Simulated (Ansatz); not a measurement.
## beta Ga2O3: the defect Mg interstitial

Level of theory: PBE, PAW (plane waves to 420 eV; Ansatz, a first-principles code). The supercell holds 120 host sites (1×3×2 repeats of a cell of 20 atoms), with a 2×2×2 shifted k-point sampling for the final energies. Site at the start: void with 2O nearest, no. 3. Charged cells carry a point-charge image correction with potential alignment at far atoms. Dielectric constants: PBE linear response of the host. Host gap at this level: 2.01 eV. A cell of this size leaves errors of a few tenths of an eV. PBE underestimates the host's gap, which shifts levels and can delocalise carriers. Spin–orbit coupling is left out. Each state is the lowest found from its start.

Formation energies E_f are given with the Fermi level at the valence-band maximum. Chemical conditions: Ga-rich (Δμ(Mg) = -2.33 eV, bounded by rock-salt MgO; only phases computed here count, gases as isolated molecules at 0 K); O-rich (Δμ(Mg) = -5.37 eV, bounded by rock-salt MgO; only phases computed here count, gases as isolated molecules at 0 K). Reference phases: Mg: hcp Mg.

The name describes the start; the neighbours show where the atoms ended.

Charges with a result: +2, +1, 0. Others weren't obtained, and one of them could lie lower, also by skipping a charge.

```json
[
 {"charge": "+2", "moment (μB)": "not spin-polarised", "point group": "C2h", "largest move off a lattice site (Å)": "0.55", "neighbours of the last Mg atom of the defect at the end (Å)": "O 1.98, O 1.98, O 2.05, O 2.05, O 2.05, O 2.05", "image correction with alignment (eV)": "0.80", "E_f, Ga-rich (eV)": "-0.78", "E_f, O-rich (eV)": "2.26"},
 {"charge": "+1*", "moment (μB)": "quenched", "point group": "C2h", "largest move off a lattice site (Å)": "0.56", "neighbours of the last Mg atom of the defect at the end (Å)": "O 1.98, O 1.98, O 2.05, O 2.05, O 2.05, O 2.05", "image correction with alignment (eV)": "–", "E_f, Ga-rich (eV)": "–", "E_f, O-rich (eV)": "–"},
 {"charge": "0*", "moment (μB)": "not spin-polarised", "point group": "C2h", "largest move off a lattice site (Å)": "0.58", "neighbours of the last Mg atom of the defect at the end (Å)": "O 1.98, O 1.98, O 2.05, O 2.05, O 2.05, O 2.05", "image correction with alignment (eV)": "–", "E_f, Ga-rich (eV)": "–", "E_f, O-rich (eV)": "–"}
]
```

* At this level the carrier isn't localised at the defect: at charge +1 electrons occupy the conduction band; at charge 0 electrons occupy the conduction band. Such a state is shallow or no state of the defect, and this cell gives it no level.

Point groups are those of the whole cell at tolerances of 0.03 and 0.1 Å ("near" where only the looser one holds); none is given for unsettled states.

Starting moments that weren't kept: charge +1 began with 1 μB and ended with 0.0.

Not the lowest form: the same atoms on another site or from another start ended lower, by 0.41 eV at charge +2.

Flagged in the runs: a doubtful potential alignment, a host whose relaxation on this sampling wasn't shown to rest.
